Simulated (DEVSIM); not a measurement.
Structure: Au/SiO2/p-Si capacitor, at 300 K.

```csv
layer (left to right),material,thickness (nm),Na (cm⁻³)
1,SiO2,32.0,-
2,Si,13000,2.1e15
```

Metal gate on the left, work function 5.1 eV. Fixed charge at the semiconductor interface 1.3e10 cm⁻² (in units of +e); interface traps 1e10 cm⁻² eV⁻¹, uniform in energy, neutral level at 0.7 of the gap above the valence band.

This is a model device: material constants are rounded textbook-type values typed into the input, and sizes, dopings and lifetimes were drawn at random. Values at 300 K.

| parameter | SiO2 | Si |
|---|---|---|
| gap (eV) | 9 | 1.124 |
| affinity (eV) | 0.9 | 4.05 |
| permittivity | 3.9 | 11.7 |
| Nc (cm⁻³) | - | 2.86e19 |
| Nv (cm⁻³) | - | 3.1e19 |

Model (solved in DEVSIM): 1D Poisson equation in equilibrium, Boltzmann statistics, complete ionisation; no quantum confinement or tunnelling. Metal contacts follow the ideal Schottky-Mott rule: no Fermi-level pinning, no interface dipoles.

### Question
Tabulate band edges, carrier densities and field at 2.7 V on the gate.

### Answer
Energies count from the Fermi level of the right contact; mesh points crowd at the junctions.

```
x (μm)    Ec (eV)  Ev (eV)  n (cm⁻³)  p (cm⁻³)  field (V/cm)
--------  -------  -------  --------  --------  ------------
0.000       1.500   -7.500     < 1e2     < 1e2        530000
0.001863    1.599   -7.401     < 1e2     < 1e2        530000
0.006742    1.859   -7.141     < 1e2     < 1e2        530000
0.01804     2.459   -6.541     < 1e2     < 1e2        530000
0.02892     3.038   -5.962     < 1e2     < 1e2        530000
0.03151     3.176   -5.824     < 1e2     < 1e2        530000
0.03305     0.067   -1.056    2.1e18     < 1e2        130000
0.03913     0.117   -1.007    3.1e17       370         55000
0.05298     0.168   -0.956    4.3e16      2700         28000
0.09205     0.255   -0.869    1.5e15     80000         20000
0.1944      0.440   -0.684    1.2e12     1.0e8         16000
0.6655      0.855   -0.269    130000    9.3e14          2100
1.727       0.876   -0.248     55000    2.1e15           ≈ 0
4.720       0.876   -0.248     55000    2.1e15           ≈ 0
10.60       0.876   -0.248     55000    2.1e15           ≈ 0
12.12       0.876   -0.248     55000    2.1e15           ≈ 0
12.70       0.876   -0.248     55000    2.1e15           ≈ 0
12.91       0.876   -0.248     55000    2.1e15           ≈ 0
13.00       0.876   -0.248     55000    2.1e15           ≈ 0
13.02       0.876   -0.248     55000    2.1e15           ≈ 0
13.03       0.876   -0.248     55000    2.1e15           ≈ 0
13.03       0.876   -0.248     55000    2.1e15           ≈ 0
```
